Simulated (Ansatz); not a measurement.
**SnO2, pressure series**

The reference is SnO₂ in the rutile structure (space group P4_2/mnm, No. 136; a = 4.760 Å, c = 3.201 Å).

Cell and atoms are relaxed at each pressure.

Method: r2SCAN in Ansatz (plane waves to 500 eV, PAW, no spin-orbit coupling).

| P (GPa) | V (Å³/atom) |
|---|---|
| -2.00 | 12.210 |
| -1.00 | 12.147 |
| 1.80 | 11.982 |
| 4.20 | 11.851 |
| 9.00 | 11.613 |
| 18.00 | 11.229 |
| 30.00 | 10.807 |
| 45.00 | 10.377 |
| 60.00 | 10.019 |

Task: Fit a third-order Birch–Murnaghan equation of state.

Result: Least squares on P(V) = (3B₀/2)[(V₀/V)^(7/3) − (V₀/V)^(5/3)]·[1 + (3/4)(B₀′ − 4)((V₀/V)^(2/3) − 1)] gives V₀ = 12.09 Å³/atom, B₀ = 207 GPa and B₀′ = 4.6.

Measured bulk modulus of SnO2: 212 GPa (temperature not stated; as listed in Cormac Toher et al., Physical Review Materials (2017)); the computed value is for a static lattice, so the two differ by thermal effects too.

Between the base and pressure 18 GPa the gap moves from 1.77 eV to 2.63 eV, a mean slope of 48 meV/GPa.

Load acts through the strain it causes; cell and atoms are relaxed under it. Whether these cells are dynamically stable was not tested. Competing high-pressure phases were not computed.

Ansatz is a quantum-chemistry and plane-wave program.
